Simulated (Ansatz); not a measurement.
# bcc Nb (0 0 1) on rutile SnO2 (1 1 0) (film strained to the substrate, started from cuts of the bulks and a machine-learned relaxation; slabs Sn8O14 and Nb12, which can lie off the formulas)

A periodic stack without vacuum, bcc Nb (0 0 1) on rutile SnO2 (1 1 0) (film strained to the substrate, started from cuts of the bulks and a machine-learned relaxation; slabs Sn8O14 and Nb12, which can lie off the formulas): substrate slab Sn8O14, film Nb12, surface cells [[0, 1], [-1, 0]] and [[0, 2], [-1, 0]], film strained by -2.2 and +3.1 %, outermost planes OSn/OSn and Nb/Nb as cut, which need not be the usual terminations and can put a slab off its formula.

The start was prepared with a machine-learned potential, and the result is one local minimum, with the in-plane cell held and forces under 0.04 eV/Å; the film can end far from its bulk form.

The numbers are results of PBE (plane waves to 420 eV, PAW; Ansatz, a first-principles code), not measurements. No spin–orbit coupling; the runs are not spin-polarised. Its k-point mesh 5×10×1, Fermi–Dirac width 0.05 eV.

| Item | Value |
|---|---|
| interface area | 22.1 Å² |
| period | 23.10 Å |
| heights between the nearest atoms of the two slabs at the two interfaces | 1.94 and 1.95 Å |
| Nb–Sn contacts across the interfaces within 1.22 times the sum of covalent radii | 12, mean 3.24 Å |
| Nb–O contacts across the interfaces within 1.22 times the sum of covalent radii | 2, mean 2.10 Å |

```
CELL_PARAMETERS angstrom
      6.82583     0.00175     0.15422
      0.00130     3.23649    -0.12202
      1.10342    -0.60941    23.16883
ATOMIC_POSITIONS crystal
  Sn 0.58511 0.85743 0.04634
  Sn 0.04242 0.36172 0.05377
  O  0.73974 0.37152 0.07635
  O  0.37590 0.35039 0.03121
  Sn 0.00368 0.92985 0.20071
  Sn 0.50112 0.42622 0.19310
  O  0.06531 0.88652 0.10777
  O  0.19305 0.42992 0.20084
  O  0.80965 0.42766 0.19595
  O  0.48871 0.89968 0.13621
  Sn 0.46933 0.99561 0.34089
  Sn 0.96296 0.49918 0.34845
  O  0.49088 0.95310 0.25078
  O  0.65859 0.49563 0.34078
  O  0.27298 0.49757 0.34535
  O  0.98050 0.97230 0.29075
  Sn 0.97718 0.06780 0.49494
  Sn 0.43631 0.56397 0.48792
  O  0.92215 0.02563 0.40525
  O  0.14530 0.55358 0.46437
  O  0.75987 0.57496 0.51079
  O  0.48630 0.03917 0.43393
  Nb 0.38419 0.15431 0.66524
  Nb 0.88497 0.15287 0.66215
  Nb 0.64899 0.61846 0.59748
  Nb 0.17367 0.61588 0.59460
  Nb 0.34079 0.23353 0.80811
  Nb 0.83734 0.23398 0.80835
  Nb 0.61116 0.69258 0.73431
  Nb 0.10815 0.69108 0.73285
  Nb 0.30578 0.30721 0.94432
  Nb 0.83272 0.30957 0.94681
  Nb 0.57707 0.77301 0.88005
  Nb 0.07701 0.77088 0.87614
```
